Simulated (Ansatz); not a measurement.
**Zinc-blende NaF (model structure)**

Method: r²SCAN+rVV10 (Ansatz, a first-principles code, plane waves, PAW).

Run with plane-wave cutoff 500 eV, 10×10×10 k mesh, gaussian smearing 0.02 eV, scalar-relativistic PAW data made under PBE.

Cell (relaxed at this level):

```cif
data_FNa
_chemical_formula_sum 'Na1 F1'
_space_group_name_H-M_alt 'P 1'
_space_group_IT_number 1
_cell_length_a 3.56558
_cell_length_b 3.56558
_cell_length_c 3.56558
_cell_angle_alpha 60.000
_cell_angle_beta 60.000
_cell_angle_gamma 60.000
loop_
_space_group_symop_operation_xyz
  'x, y, z'
loop_
_atom_site_label
_atom_site_type_symbol
_atom_site_fract_x
_atom_site_fract_y
_atom_site_fract_z
_atom_site_occupancy
Na1 Na 0.00000 0.00000 0.00000 1
F1 F 0.25000 0.25000 0.25000 1
```

```json
{
  "band_gap": "6.19 eV (on the SCF k mesh)"
}
```

Note: the relaxation could raise the start's symmetry but not lower it, so the cell can be a saddle point.

The computed numbers hold no vibrational or temperature effects.

The result took about 30 core-seconds (a rough figure).

A model structure was made by putting elements into a prototype or built by hand; it is no filed structure, need not be a known phase, and can be a saddle point held by its symmetry.
